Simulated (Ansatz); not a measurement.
Results of PBEsol (Ansatz, an electronic-structure program, plane waves, PAW) for rutile MgH2.

Numerical settings: plane-wave cutoff 500 eV, 10×4×1 k mesh (along the axes of the cell as run), gaussian smearing 0.02 eV, scalar-relativistic PAW data made under PBE.

Problem. Predict the surface energy of the (110) face and ionisation potential of the slab.

Solution. 
- surface energy of the (110) face: 0.55 J/m²
- ionisation potential of the slab: 6.01 eV

The slab of 24 atoms is relaxed and unreconstructed.

Computed values are for the static lattice.

It cost about 5 core-minutes (a rough figure) of CPU time.
